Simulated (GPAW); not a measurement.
A self-consistent single point of Cl2 (Cmce, 4 atoms in the cell) with GPAW.

Level of theory: PBEsol, GPAW PAW datasets PBEsol (made by gpaw-setup) (plane waves; GPAW).

```
CELL_PARAMETERS angstrom
      3.26421    -2.05747     0.00000
      3.26421     2.05747     0.00000
      0.00000     0.00000     8.40240
ATOMIC_POSITIONS crystal
  Cl 0.88548 0.11452 0.60475
  Cl 0.11452 0.88548 0.39525
  Cl 0.61452 0.38548 0.10475
  Cl 0.38548 0.61452 0.89525
```

Reference input (self-consistent single point, DFT PBE, plane waves, GPAW PAW datasets PBE (gpaw-data 1.0.1)): mode = pw; ecut = 600 eV; xc = PBE; kpts = 9 9 4; mesh shift (steps) = 0 0 0; occupations.name = fermi-dirac; occupations.width = 0.02 eV; nbands = -6; convergence.density = 1e-05 e/electron; convergence.energy = 1e-05 eV/electron; convergence.bands = -4; symmetry.symmorphic = false. This run's input differs from it in these lines:

```diff
@@ -15,3 +15,3 @@
 calc = GPAW(mode={'name': 'pw', 'ecut': 600},
-            xc='PBE',
+            xc='PBEsol',
             kpts={'size': (9, 9, 4), 'gamma': True},
```

Its files differ too (potentials: GPAW PAW datasets PBEsol (made by gpaw-setup)).

Log, with long lists cut:

```
     iter     time        total  log10-change:
                         energy   eigst   dens
iter:   1 --:--:--    -8.277303   +0.27
iter:   2 --:--:--    -8.276584   -1.16  -1.05
iter:   3 --:--:--    -7.859955   -1.64  -1.08
iter:   4 --:--:--    -7.831126   -1.94  -1.51
iter:   5 --:--:--    -7.819096   -2.21  -2.02
iter:   6 --:--:--    -7.813360   -3.87  -2.06
iter:   7 --:--:--    -7.818152   -3.62  -2.27
iter:   8 --:--:--    -7.811106   -3.01  -2.11
iter:   9 --:--:--    -7.811248   -4.89  -3.13
iter:  10 --:--:--    -7.811165c  -5.14  -2.99
iter:  11 --:--:--    -7.811154c  -4.61  -3.21
   [... lines left out ...]
iter:  14 --:--:--    -7.811132c  -6.45  -3.90
iter:  15 --:--:--    -7.811131c  -7.17  -3.90
iter:  16 --:--:--    -7.811131c  -7.10  -4.13
iter:  17 --:--:--    -7.811131c  -8.47c -4.23
iter:  18 --:--:--    -7.811131c  -8.52c -4.27
iter:  19 --:--:--    -7.811131c  -8.80c -4.34
iter:  20 --:--:--    -7.811131c  -9.27c -4.38
iter:  21 --:--:--    -7.811131c  -8.21c -4.40
   [... 2 lines left out ...]
iter:  24 --:--:--    -7.811131c  -9.33c -4.62
iter:  25 --:--:--    -7.811131c  -9.01c -4.72
iter:  26 --:--:--    -7.811131c  -9.59c -4.93
iter:  27 --:--:--    -7.811131c  -8.82c -4.96
iter:  28 --:--:--    -7.811131c  -9.91c -5.12c
Converged after 28 iterations.

Dipole moment: (-0.000000, -0.000000, -0.000000) |e|*Ang

Energy contributions relative to reference atoms: (reference = -50144.416757)

Kinetic:         +5.923820
Potential:       -4.797582
External:        +0.000000
XC:              -9.124367
Entropy (-ST):   -0.000000
Local:           +0.186998
SIC:             +0.000000
--------------------------
Free energy:     -7.811131
Extrapolated:    -7.811131

Showing only first 2 kpts
 Kpt  Band  Eigenvalues  Occupancy
  0    12      0.00370    2.00000
  0    13      0.13210    2.00000
  0    14      2.32193    0.00000
  0    15      3.35729    0.00000

  1    12      0.02329    2.00000
  1    13      0.11405    2.00000
  1    14      2.45612    0.00000
  1    15      3.17335    0.00000

Fermi level: 1.32052

Gap: 2.190 eV
Transition (v -> c):
   [... lines left out ...]
Energy (eV): -7.811131

Forces in eV/Ang:
  0 Cl    0.00000    0.16039    0.36592
  1 Cl    0.00000   -0.16039   -0.36592
  2 Cl    0.00000   -0.16039    0.36592
  3 Cl    0.00000    0.16039   -0.36592

Stress tensor:
    -0.000280     0.000000     0.000000
     0.000000     0.001400     0.000000
     0.000000     0.000000    -0.002099
Stress (GPa, Voigt): [-0.0449  0.2243 -0.3363  0.      0.      0.    ]
```

The run converged in 28 iterations. GPAW prints stress with tension positive. Against the reference run the pressure goes from 1.69 to 0.05 GPa, the largest force goes from 0.542 to 0.400 eV/Å and the gap on the mesh goes from 2.263 to 2.190 eV.

The starting cell comes from a database of computed structures (which also holds hypothetical and non-ambient phases and stackings), without a prior relaxation at this level.

Cost on one core of a shared machine: roughly 4 min.
